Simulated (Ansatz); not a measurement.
## Parameter sweep on C6Hg4S6CdN6Br4 (Fmm2, 27 atoms in the cell)

```yaml
crystal:
  lattice:
    - [0.00000, 11.02717, 3.14569]
    - [9.12102, 0.00000, 3.14569]
    - [9.12102, 11.02717, 0.00000]
  atoms:
    - { symbol: C, position: [0.64380, 0.78220, 0.47840] }
    - { symbol: C, position: [0.78220, 0.64380, 0.09560] }
    - { symbol: C, position: [0.52160, 0.90440, 0.35620] }
    - { symbol: C, position: [0.90440, 0.52160, 0.21780] }
    - { symbol: C, position: [0.47520, 0.22480, 0.77520] }
    - { symbol: C, position: [0.22480, 0.47520, 0.52480] }
    - { symbol: Hg, position: [0.57722, 0.49678, 0.80314] }
    - { symbol: Hg, position: [0.49678, 0.57722, 0.12286] }
    - { symbol: Hg, position: [0.19686, 0.87714, 0.42278] }
    - { symbol: Hg, position: [0.87714, 0.19686, 0.50322] }
    - { symbol: S, position: [0.43641, 0.64159, 0.74061] }
    - { symbol: S, position: [0.64159, 0.43641, 0.18139] }
    - { symbol: S, position: [0.25939, 0.81861, 0.56359] }
    - { symbol: S, position: [0.81861, 0.25939, 0.35841] }
    - { symbol: Cd, position: [0.03370, 0.03370, 0.96630] }
    - { symbol: S, position: [0.74870, 0.38130, 0.61870] }
    - { symbol: S, position: [0.38130, 0.74870, 0.25130] }
    - { symbol: N, position: [0.15530, 0.32470, 0.67530] }
    - { symbol: N, position: [0.32470, 0.15530, 0.84470] }
    - { symbol: Br, position: [0.68297, 0.39143, 0.92085] }
    - { symbol: Br, position: [0.39143, 0.68297, 0.00475] }
    - { symbol: Br, position: [0.07915, 0.99525, 0.31703] }
    - { symbol: Br, position: [0.99525, 0.07915, 0.60857] }
    - { symbol: N, position: [0.77890, 0.87710, 0.30410] }
    - { symbol: N, position: [0.87710, 0.77890, 0.03990] }
    - { symbol: N, position: [0.69590, 0.96010, 0.22110] }
    - { symbol: N, position: [0.96010, 0.69590, 0.12290] }
```

Base run A: PBEsol, default PAW files made with PBE run with Ansatz (a quantum-chemistry and plane-wave program), self-consistent single point.

Its settings: kpoints.mp_grid.grid = 3 3 3; hamiltonian.xc = pbesol; hamiltonian.pseudopotentials = {kind: paw} (the program's default PAW files); scf.occupations.method = cold; scf.occupations.width = 0.136 eV.

The starting cell comes from a database of published, mostly measured structures (it also holds non-ambient and calculated ones), without a prior relaxation at this level. Its lattice was rescaled by a random factor within 2.5 % of one. Spin-orbit coupling is off. In the base run, with a pressure of about 6 GPa the cell is away from its equilibrium volume at this level. In the base run, forces exceed 1 eV/Å. Ansatz's pressure includes its estimate of the finite-basis (Pulay) stress.

ΔF is the free energy per atom less that of run A. 

```json
[
 {"run": "A", "change": "base", "ΔF (meV/atom)": "0.00", "pressure (GPa)": "5.59", "largest force (eV/Å)": "8.817", "gap on the mesh (eV)": "1.570", "iterations": "10"},
 {"run": "B", "change": "scf.mixing.preconditioner: default (the program chose Resta) → none", "ΔF (meV/atom)": "0.00", "pressure (GPa)": "5.59", "largest force (eV/Å)": "8.817", "gap on the mesh (eV)": "1.570", "iterations": "10"},
 {"run": "C", "change": "scf.mixing.preconditioner: default (the program chose Resta) → kerker", "ΔF (meV/atom)": "0.00", "pressure (GPa)": "5.59", "largest force (eV/Å)": "8.817", "gap on the mesh (eV)": "1.570", "iterations": "16"},
 {"run": "D", "change": "scf.mixing.preconditioner: default (the program chose Resta) → kerker_dos", "ΔF (meV/atom)": "0.00", "pressure (GPa)": "5.59", "largest force (eV/Å)": "8.817", "gap on the mesh (eV)": "1.570", "iterations": "10"},
 {"run": "E", "change": "scf.mixing.preconditioner: default (the program chose Resta) → resta; scf.mixing.eps_inf: default → 5", "ΔF (meV/atom)": "0.00", "pressure (GPa)": "5.59", "largest force (eV/Å)": "8.817", "gap on the mesh (eV)": "1.570", "iterations": "10"},
 {"run": "F", "change": "scf.mixing.preconditioner: default (the program chose Resta) → ldos", "ΔF (meV/atom)": "0.00", "pressure (GPa)": "5.59", "largest force (eV/Å)": "8.818", "gap on the mesh (eV)": "1.570", "iterations": "10"},
 {"run": "G", "change": "scf.mixing.preconditioner: default (the program chose Resta) → local_kerker", "ΔF (meV/atom)": "0.00", "pressure (GPa)": "5.59", "largest force (eV/Å)": "8.817", "gap on the mesh (eV)": "1.570", "iterations": "9"},
 {"run": "H", "change": "scf.mixing.preconditioner: default (the program chose Resta) → kerker; scf.mixing.q_tf: default → 0.2", "ΔF (meV/atom)": "0.00", "pressure (GPa)": "5.59", "largest force (eV/Å)": "8.818", "gap on the mesh (eV)": "1.570", "iterations": "10"},
 {"run": "I", "change": "scf.mixing.preconditioner: default (the program chose Resta) → kerker; scf.mixing.q_tf: default → 0.5", "ΔF (meV/atom)": "0.00", "pressure (GPa)": "5.59", "largest force (eV/Å)": "8.817", "gap on the mesh (eV)": "1.570", "iterations": "10"},
 {"run": "J", "change": "scf.mixing.preconditioner: default (the program chose Resta) → kerker; scf.mixing.q_tf: default → 1.5", "ΔF (meV/atom)": "0.00", "pressure (GPa)": "5.59", "largest force (eV/Å)": "8.817", "gap on the mesh (eV)": "1.570", "iterations": "12"}
]
```

Runs B, C, D, E, F, G, H, I, J gave the same state as A (within 1 meV/atom). The fewest iterations to that state were 9 (G); the most were 16.

Keys are those of Ansatz 0.2.
